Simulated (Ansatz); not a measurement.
Inside the gap of an insulator the Bloch states are evanescent, with a wavenumber k + iκ along the transport direction.

Here is the system:

```
CELL_PARAMETERS angstrom
      4.59984     0.00000     0.00000
      0.00000     4.59984     0.00000
      0.00000     0.00000     2.95921
ATOMIC_POSITIONS crystal
  Ti 0.50000 0.50000 0.00000
  Ti 0.00000 0.00000 0.50000
  O  0.30432 0.30432 0.50000
  O  0.69568 0.69568 0.50000
  O  0.19568 0.80432 0.00000
  O  0.80432 0.19568 0.00000
```

The cell is taken as given; by r2SCAN it stands under a pressure of -1.0 GPa.

Transport runs along the normal of the first two printed cell vectors, the (001) plane of the conventional cell.

The gap is the functional's own. No spin-orbit coupling. Mid-gap values are those at the computed energy nearest the middle.

Task: Predict the band gap and the smallest decay constant κ at mid-gap from Ansatz (a first-principles code) with r2SCAN.

Result: Gap 2.20 eV on a 8×8×10 mesh; κ = 0.284 1/Å, at the zone centre.
